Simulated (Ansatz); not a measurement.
Base system: RbCl in the CsCl type structure (space group Pm-3m, No. 221; a model cell).

```xyz
2
Lattice="3.8869 0.0000 0.0000 0.0000 3.8869 0.0000 0.0000 0.0000 3.8869" Properties=species:S:1:pos:R:3 pbc="T T T"
Rb     0.0000     0.0000     0.0000
Cl     1.9434     1.9434     1.9434
```

Cartesian axes are those of the cell as printed.

Computed with Ansatz (a quantum-chemistry and plane-wave program) PBEsol, scalar-relativistic without spin-orbit coupling.

One thing is altered: the cell is compressed by 5.77 % along z with no lateral relaxation, atoms relaxed at fixed cell.

Predict the stress tensor and what it implies for the stiffness.

Stress of the strained cell less that of the base (GPa, compression positive):
```
   0.61    0.00    0.00
   0.00    0.61    0.00
   0.00    0.00    2.95
```

Then −Δσ_ii/ε with ε = -0.0577 gives secant stiffness values (nonlinear terms included at this strain): C33 ≈ 51 GPa, C13 ≈ 11 GPa and C23 ≈ 11 GPa.

As a check, the harmonic strain energy −½ V₀ Δσ:ε is 16 meV/atom; the computed energy rise is 15 meV/atom.

Whether these cells are dynamically stable was not tested. This is not the structure that RbCl has at room temperature and ambient pressure.
